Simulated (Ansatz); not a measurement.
The reference is MoS₂ (space group P6_3/mmc, No. 194; layered, stacked along the Cartesian z axis).

```yaml
crystal:
  lattice:
    - [3.14934, 0.00000, 0.00000]
    - [-1.57467, 2.72741, 0.00000]
    - [0.00000, 0.00000, 12.08946]
  atoms:
    - { symbol: Mo, position: [0.66667, 0.33333, 0.75000] }
    - { symbol: Mo, position: [0.33333, 0.66667, 0.25000] }
    - { symbol: S, position: [0.66667, 0.33333, 0.37952] }
    - { symbol: S, position: [0.33333, 0.66667, 0.87952] }
    - { symbol: S, position: [0.33333, 0.66667, 0.62048] }
    - { symbol: S, position: [0.66667, 0.33333, 0.12048] }
```

The values are results of plane-wave PAW DFT at the PBE-D3(BJ) level (Ansatz, an electronic-structure program, 420 eV), scalar-relativistic without spin-orbit coupling, not measurements.

Strains are applied to the cell and any free atomic positions relax.

One change was made to it. Results:

The pressure (mean of the normal stresses, compression positive) goes from zero to 8.38 GPa; the band gap decreases by 0.22 eV to 0.55 eV; the smallest direct gap goes up by 0.13 eV (1.70 eV → 1.83 eV); the valence-band top at Γ (three highest levels, from the VBM) goes from 0.00, -1.11, -1.29 eV to 0.00, -0.96, -1.73 eV.

### Question
Name the change that was made.
(A) isotropic strain −3.00 %
(B) isotropic strain −1.20 %
(C) isotropic strain −2.40 %
(D) isotropic strain −0.60 %
(E) isotropic strain −1.80 %

### Answer
A, isotropic strain −3.00 %. For comparison, the band gap in the other runs: isotropic strain −0.60 % gives 0.74 eV; isotropic strain −2.40 % gives 0.61 eV; isotropic strain −1.80 % gives 0.65 eV; isotropic strain −1.20 % gives 0.70 eV.

Semilocal Kohn–Sham gaps tend to fall short of experiment. Stability against distortions was not tested.
